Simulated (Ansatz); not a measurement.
The starting structures come from a database of crystals and need not be the phases stable at ambient conditions.

**Evanescent states of Al$_{2}$HgS$_{4}$ (I-4, 7 atoms a cell, 22.8 Å³ an atom) along the normal of (100)**

Calculation: PBEsol (plane waves, PAW; Ansatz, a quantum-chemistry and plane-wave program).

The gap is the functional's own. No spin-orbit coupling. Mid-gap values are those at the computed energy nearest the middle.

Energies count from the valence-band top; κ is the least over a 6×4 mesh across the current.

| E (eV) | κ (1/Å) | where |
|---|---|---|
| 0.06 | 0.097 | Γ |
| 0.17 | 0.122 | Γ |
| 0.28 | 0.140 | Γ |
| 0.39 | 0.153 | Γ |
| 0.49 | 0.162 | Γ |
| 0.60 | 0.168 | Γ |
| 0.71 | 0.173 | Γ |
| 0.82 | 0.175 | Γ |
| 0.94 | 0.175 | Γ |
| 1.04 | 0.173 | Γ |
| 1.16 | 0.170 | Γ |
| 1.26 | 0.164 | Γ |
| 1.38 | 0.157 | Γ |
| 1.49 | 0.147 | Γ |
| 1.59 | 0.134 | Γ |
| 1.71 | 0.117 | Γ |
| 1.81 | 0.094 | Γ |
| 1.93 | 0.059 | Γ |

### Question
How thick must the barrier be to attenuate the transmission by 10^8 when the electrodes' Fermi level lies at 1.04 eV, and what attenuation does that film give at 1.49 eV?

### Answer
d = 8 ln 10 / (2 × 0.173) = 53.2 Å. At 1.49 eV it gives 8 × 0.147/0.173 = 6.8 decades.
